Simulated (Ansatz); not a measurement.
Base system: KBr in the rock salt structure (space group Fm-3m, No. 225).

```
KBr
1.0
    0.00000     3.30411     3.30411
    3.30411     0.00000     3.30411
    3.30411     3.30411     0.00000
Br K
1 1
Direct
  0.00000   0.00000   0.00000
  0.50000   0.50000   0.50000
```

Cartesian axes are those of the cell as printed.

Level of theory: r2SCAN (Ansatz, a first-principles code; PAW; 500 eV plane waves; spin-orbit coupling left out).

Base values:

| Item | Value |
|---|---|
| Valence-band top at Γ | 0.00, 0.00, 0.00 eV |
| Valley order | Γ 5.07 eV; X along ⟨100⟩ 6.36 eV |

Modification: the symmetric strain tensor [-0.0160 -0.0027 -0.0035; -0.0027 0.0107 0.0023; -0.0035 0.0023 0.0078]; the atoms relax in the strained cell.

Task: What does the calculation give for the valence-band top at Γ, energy relative to the base and valley order after the change?

Result: The valence-band top at Γ (three highest levels, from the VBM) changes from 0.00, 0.00, 0.00 eV to 0.00, -0.01, -0.03 eV; the energy increases by 1.8 meV/atom; the valley order (the lowest conduction-band minima on the path, energy above the VBM, named in the base's zone) changes from Γ 5.07 eV; X along ⟨100⟩ 6.36 eV to Γ 5.04 eV; X along [100] 6.32 eV; X along [001] 6.36 eV; X along [010] 6.37 eV.

The levels and masses belong to the bands next to the band gap. Whether these cells are dynamically stable was not tested.
